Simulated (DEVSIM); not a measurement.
System: abrupt Si n-p junction, at 350 K.

Layer 1 from the left is Si, thickness (μm) 9.70, Nd (cm⁻³) 5.9e17, τn (s) 8.4e-6, τp (s) 8.4e-6. Layer 2 from the left is Si, thickness (μm) 6.00, Na (cm⁻³) 8.5e16, τn (s) 8.4e-6, τp (s) 8.4e-6.

Left contact: ohmic. Right contact: ohmic. Voltage is applied to the left contact. Recombination: SRH at mid-gap. Mobility is μmin + (μ − μmin)/(1 + (N/Nref)^α).

The device is made up for the run: typed textbook-type constants, with dimensions and the other settings drawn at random. Values at 300 K; Nc and Nv go as T^1.5, mobilities as T to minus their exponent, the gap by Varshni's rule with the affinity fixed.

Si: gap (eV) 1.124, affinity (eV) 4.05, permittivity 11.7, Nc (cm⁻³) 2.86e19, Nv (cm⁻³) 3.1e19, μn (cm²/Vs) 1417, μp (cm²/Vs) 470, μn,min 52, μp,min 45, Nref,n 9.7e16, Nref,p 2.2e17, αn 0.68, αp 0.72, T exponent of μn 2.3, T exponent of μp 2.2, Varshni α (eV/K) 0.000473, Varshni β (K) 636.

Q: Estimate by hand the built-in potential, the peak field at zero bias, the capacitance at 0.6 V, and compare with a numerical solution.

A: 
- Built-in potential: ni = √(Nc Nv) exp(−Eg/2kT) = 3.78e11 cm⁻³ with Eg = 1.111 eV; Vbi = kT/q ln(Na Nd/ni²) = 0.802 V; numerical 0.802 V.
- Peak field at zero bias: depletion approximation: W = √(2εVbi/(qN)) = 0.118 μm with N = 7.43e16 cm⁻³; field = 2Vbi/W = 136000 V/cm; numerical 131000 V/cm (estimate above by 3.7 %).
- Capacitance at 0.6 V: C = √(qεN / 2(Vbi + |V|)) = 66.3 nF/cm²; numerical 67.8 nF/cm² (estimate below by 2.2 %).

Model (solved in DEVSIM): 1D drift-diffusion, Boltzmann statistics, complete ionisation; no tunnelling, impact ionisation, image-force lowering or self-heating.
